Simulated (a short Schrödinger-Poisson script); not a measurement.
Structure: MOS inversion layer, Si3N4 on p-type Si(111), at 400 K.

From the gate side: 1.9 nm Si3N4; 910 nm Si, acceptors 2.2e17 cm⁻³.

Constants are typed, rounded textbook-type inputs, not results; the design itself was drawn at random and stands for no fabricated device. Si3N4: permittivity 7.5, conduction-band edge (eV) 1.95, gap (eV) 5.1, electron mass (mₑ) 0.5. Si: permittivity 11.7, conduction-band edge (eV) 0, gap (eV) 1.124, Nv at 300 K (cm⁻³) 3.1e19.

Channel valleys (confinement mass, in-plane density-of-states mass, number): Δ6 0.258, 0.358, 6. At the gate the conduction-band edge of layer 1 lies 2.54 eV − eVg above the Fermi level of the channel; the field vanishes at the back. Gaps are held at their typed values at every temperature. Mesh 0.03 nm at interfaces.

Solved with a short Schrödinger-Poisson script written for these runs: 1D Poisson equation in equilibrium, electrons quantum, Hartree (BenDaniel-Duke, 12 states a valley, the channel's in-plane mass for all, wave functions free to enter the dielectric), parabolic valleys, classical holes, full ionisation, no traps, pinning or gate leakage.

```
Vg (V)  electrons (cm⁻²)  C (μF/cm²)  Δ6 E0 (meV from the Fermi level)
------  ----------------  ----------  --------------------------------
0.4               2.06e9       0.168                             337.3
0.45              7.62e9       0.184                             291.9
0.5              2.75e10       0.252                             247.4
0.55             9.14e10       0.452                             205.6
0.6              2.52e11       0.813                             170.2
0.65             5.44e11        1.20                             143.2
0.7              9.53e11        1.50                             123.3
0.75             1.45e12        1.71                             108.3
0.8              2.00e12        1.87                              96.6
0.85             2.60e12        1.99                              86.9
0.9              3.24e12        2.09                              78.8
0.95             3.90e12        2.17                              71.8
1                4.59e12        2.24                              65.7
1.05             5.29e12        2.29                              60.2
1.1              6.02e12        2.35                              55.2
1.15             6.75e12        2.39                              50.7
1.2              7.51e12        2.43                              46.5
1.25             8.27e12        2.47                              42.6
1.3              9.04e12        2.50                              39.0
1.35             9.83e12        2.53                              35.5
```

Gate voltages with under 1e9 electrons/cm² are left out.

**Question.** At Vg = 1.35 V the lowest Δ6 subband lies at 35.5 meV from the Fermi level. How many electrons does it hold, and what share of all?

**Answer.** The two-dimensional density of states is g m/(πħ²) = 8.97e11 cm⁻² meV⁻¹ (both spins), kT = 34.5 meV, so n = D kT ln(1 + exp(−E/kT)) = 9.43e12 cm⁻², 0.96 of the 9.83e12 cm⁻² in all.

**Question.** Compare the slope of the sheet density between 1.25 and 1.35 V with the geometric capacitance of the layers between gate and channel.

**Answer.** q Δn/ΔV = 2.50 μF/cm²; ε0/Σ(t/ε) = 3.50 μF/cm². The ratio is 0.72: the channel acts as a further capacitance in series.
